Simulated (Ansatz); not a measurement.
The starting structures come from a database of crystals and need not be the phases stable at ambient conditions.

 Where the default PAW files enter, the runs use the earlier of Ansatz's two default sets.

```
CELL_PARAMETERS angstrom
      3.78006     0.00000     0.00000
      1.89003     6.30634     0.00616
      1.89003     0.56330     3.22480
ATOMIC_POSITIONS crystal
  Sr 0.76020 0.71941 0.76020
  Sr 0.23980 0.28059 0.23980
  H  0.00000 0.00000 0.00000
  N  0.50000 0.50000 0.50000
```

Space group of this cell: R-3m. The cell was relaxed by PBE-D3(BJ); by PBEsol its mean pressure is -0.5 GPa.

Transport runs along the normal of the first two printed cell vectors, the (101) plane of the conventional cell.

The gap is the functional's own, uncorrected, and κ follows it; spin-orbit coupling is left out. Mid-gap values are interpolated between the computed energies.

Q: Estimate the band gap and the smallest decay constant κ at mid-gap that Ansatz (an electronic-structure program) with PBEsol returns for this system.

A: Gap 1.71 eV on a 10×10×10 mesh; κ = 0.246 1/Å, at the zone centre.
